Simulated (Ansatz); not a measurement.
The parent structure is PbO$_{2}$ in the rutile structure (space group P4_2/mnm, No. 136; a = 4.998 Å, c = 3.411 Å). Axes: x, y, z lie along a, b, c of the conventional cell.

Level of theory: plane-wave PAW DFT at the PBEsol level (Ansatz, a program for electronic structure, 420 eV), no SOC.

For the base:

| Property | Result |
|---|---|
| Pressure | 0.0 GPa |
| Shortest interatomic distance | 2.174 Å |
| Band gap | zero |

One thing is altered: biaxial strain −0.60 %, plane normal [001], relaxed out of plane (Cartesian); in-plane vectors clamped, the third vector and the atoms free.

Predict the new pressure.

The pressure (mean of the normal stresses, compression positive) goes from zero to 0.6 GPa.

How does this affect the shortest interatomic distance?

The shortest interatomic distance decreases by 0.013 Å (2.174 Å → 2.161 Å).

Predict the new band gap.

The band gap remains zero.

Spin-orbit coupling, missing from the scalar runs, can matter with Pb. Stability against distortions was not tested. The final runs are not spin-polarised. Gaps under 0.05 eV, about the width of the smearing, are given as zero. A zero or small gap of PbO2 can be the functional's error rather than a property of the material.
